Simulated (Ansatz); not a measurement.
An Ansatz (an electronic-structure program) run: Mo with a change (tensor shear ε_xy = +1.14 %); Ansatz, r2SCAN, PAW, cutoff 500 eV, no SOC.

Input:

Ansatz 0.2 input:
```yaml
crystal:
  lattice:
    - [-1.5575158488, 1.5575158488, 1.5754762784]
    - [1.5575158488, -1.5575158488, 1.5754762784]
    - [1.593436708, 1.593436708, -1.5754762784]
  atoms:
    - { symbol: Mo, position: [0, 0, 0] }
basis: { ecutwfc: 500, ecutrho_ratio: 4, xc_grid: 4, fft_grid_basis: typed }
kpoints: { mp_grid: { grid: [29, 29, 29] } }
hamiltonian:
  xc: r2scan
  dispersion: none
  pseudopotentials: { kind: paw }
scf: { occupations: { method: fermi_dirac, width: 0.1 }, convergence: { dr2_threshold: 0.0000000001 } }
relax: { f_tol: 0.005, max_steps: 50 }
output: { forces: true, stress: true }
checkpoint: { write: state.ck, write_every: 1000 }
```

Output:

```
Relaxation: its limit of steps is 50 (relax.max_steps)
WARN ansatz: RAYON_NUM_THREADS=1 ignored (pool sized by the plan → 1); use --threads N
Pseudopotentials: kind: paw
Pseudopotential: Mo, paw, valence charge 14
Functional definition: r2SCAN
Crystal: 1 atoms, lattice volume = 15.640 Å³
Basis set: ecut = 500 eV, 381 PW (Γ), exchange–correlation on 80×80×96 points (64 copies of the dense FFT grid, shifted against one another)
Bands: 11, of which v1, the nominal top of the filled ones, is band 7 counted from 1 (6 counted from 0)
Symmetry: 8 space group operations
Space group: Fmmm (ITA 69), of the structure as read, at distance tolerance 2.5e-5 Å
k-points: 3375 of 24389
PAW frozen core: Mo, regenerated for the run's functional
Initial density: superposition of atomic densities (neutral atoms: chi_scale 0, normalization atom), corrected by the library's trained network
Initial wavefunctions: pseudopotential atomic-orbital guess
Eigensolver: davidson
Functional: x = r2scan, c = r2scan; τ floored in thin density (d = 2e-4 eV/Å³)
SCF iter   1: F=—  HF=-4967.603753 eV  |F-HF|=—  |Δ(HF+E_count)|=         —  Δρ=9.49e-3  dr2=1.10e-2  dr2_τ=2.00e-2  ethr=1.77e-3  ⟨swp⟩=5.1  Hψ=227763  notcnv=0
all-band conjugate gradients solve this SCF's bands
preconditioner: auto → none
SCF iter   2: F=—  HF=-4967.603240 eV  |F-HF|=—  |Δ(HF+E_count)|=   5.13e-4  Δρ=3.14e-3  dr2=2.85e-4  dr2_τ=4.51e-4  ethr=7.83e-5  ⟨swp⟩=2.7  Hψ=91122  notcnv=0
SCF iter   3: F=—  HF=-4967.603484 eV  |F-HF|=—  |Δ(HF+E_count)|=   2.44e-4  Δρ=1.42e-3  dr2=5.76e-5  dr2_τ=1.48e-5  ethr=2.04e-6  ⟨swp⟩=1.1  Hψ=38177  notcnv=0
SCF iter   4: F=—  HF=-4967.603549 eV  |F-HF|=—  |Δ(HF+E_count)|=   6.46e-5  Δρ=5.87e-5  dr2=2.08e-7  dr2_τ=4.48e-8  ethr=4.11e-7  ⟨swp⟩=3.0  Hψ=62442  notcnv=0
SCF iter   5: F=—  HF=-4967.603549 eV  |F-HF|=—  |Δ(HF+E_count)|=   8.14e-7  Δρ=8.28e-6  dr2=7.19e-9  dr2_τ=2.36e-9  ethr=1.49e-9  ⟨swp⟩=2.1  Hψ=57760  notcnv=0
SCF iter   6: F=—  HF=-4967.603549 eV  |F-HF|=—  |Δ(HF+E_count)|=  1.34e-10  Δρ=1.30e-6  dr2=1.58e-10  dr2_τ=2.16e-11  ethr=5.14e-11  ⟨swp⟩=2.1  Hψ=57423  notcnv=0
SCF iter   7: F=-4967.603549 eV  HF=-4967.603549 eV  |F-HF|=2.73e-12  |Δ(HF+E_count)|=  9.09e-12  Δρ=2.32e-7  dr2=5.20e-12  dr2_τ=9.26e-13  ethr=1.00e-12  ⟨swp⟩=4.0  Hψ=122313  notcnv=0
SCF 1 converged in 7 iterations: F = -4967.603549 eV  dr2 = 5.20e-12
relax step   1: F+E_penalty+E_count = -4967.60354935 eV  Δ(F+E_penalty+E_count) = +0.000e0 eV  max|allowed force component| = 0.000e0 eV/Å  Δτ_max = 0.0000 Å  (7 SCF iters, accepted)
Crystal: 1 atoms, lattice volume = 15.640 Å³
Initial density: handed on by an earlier stage of this run
Initial wavefunctions: those handed on with the density
iter 1 solved again at ethr=1.00e-12 eV; its pass at ethr=3.10e-3 eV (dr2=5.17e-12 eV) is discarded
SCF iter   1: F=—  HF=-4967.603549 eV  |F-HF|=—  |Δ(HF+E_count)|=         —  Δρ=2.32e-7  dr2=5.20e-12  dr2_τ=9.27e-13  ethr=1.00e-12  ⟨swp⟩=1.4  Hψ=240432  notcnv=0
preconditioner: auto → none
SCF iter   2: F=-4967.603549 eV  HF=-4967.603549 eV  |F-HF|=0.00e0  |Δ(HF+E_count)|=  9.09e-13  Δρ=8.10e-8  dr2=4.56e-13  dr2_τ=5.63e-14  ethr=1.00e-12  ⟨swp⟩=3.0  Hψ=96386  notcnv=0
SCF 2 converged in 2 iterations: F = -4967.603549 eV  dr2 = 4.56e-13
SCF converged after 2 iterations
Free energy (F): -4967.603549 eV
Harris-Foulkes:  -4967.603549 eV  (|F-HF|=0.00e0)
Internal energy: -4967.583834 eV  (E = F + TS)
E sigma→0 (E₀):  -4967.593692 eV
Entropy (-TS):   -0.019715 eV (-19.715 meV/atom)
Fermi energy:    21.048462 eV
--- Per-component energies (eV) ---
  E_band       = -67.756917
  E_kinetic    = 439.910144
  E_local      = -781.761313  (includes V_loc(G=0)·N_el)
  E_nonlocal   = 142.176122
  E_hartree    = 257.860270
  E_xc         = -178.569238
  E_vxc        = -256.367313  (∫ρ·V_xc dr)
  E_paw        = -3217.150862  (= ΣΔE_a)
  E_vpaw       = -144.422431  (= ΣTr[D̂ρ^β])
  E_aug_tail   = 0.000003  (compensation charges beyond the density's cutoff)
  E_vtau       = 16.987331  (kinetic-family band-sum trace: ∫τ·v_τ [+ j·A + Jᵃ·Aᵃ] dr)
  E_ewald      = -1629.827757
  E_core_change = -0.221204  (= ΣΔE_core)
  E_smearing   = -0.019715  (= −TS)
  E_closure    = 0.000000  (closes the sum)
  Σ components = -4967.603549   (vs F -4967.603549, Δ=0.00e0)
  [band-id]    e_kinetic+e_local+e_nonlocal+2·e_hartree+e_vxc+e_vpaw+e_augmentation_tail+e_vtau = -67.756917   (vs E_band -67.756917, Δ=1.68e-8)
--- Forces (eV/Å), atoms counted from 1 ---
  atom   1  Mo     0.00000000     0.00000000     0.00000000
  max |Σ_I F_I| component: 0.00e0 eV/Å
--- Stress (GPa, compression-positive) ---
        0.089372      -2.390927      -0.000000
       -2.390927       0.089372       0.000000
       -0.000000       0.000000       0.131398
  P = ⅓ Tr σ = 0.1034 GPa (1.034 kbar)
  The stress holds the Pulay correction. Without it, at fixed plane waves, as pw.x and ABINIT print it: P = 0.0249 GPa
  The stress includes an estimate of the error left by incomplete SCF convergence (largest component 0.0000 GPa).
--- Band table ---
  band table: none
--- Relaxed structure (1 steps of the walk, 1 accepted, 0 SCFs on fresh bases) ---
  F+E_penalty+E_count = -4967.60354935 eV   max|allowed force component| = 0.000e0 eV/Å
  atoms:
    - { symbol: Mo, position: [0.0, 0.0, 0.0] }
```

The cells carry an imposed strain or load. Whether these cells are dynamically stable was not tested. The final runs are not spin-polarised. The cell was made from Mo in the bcc (W type) structure (space group Im-3m, No. 229) by this change: tensor shear ε_xy = +1.14 %.
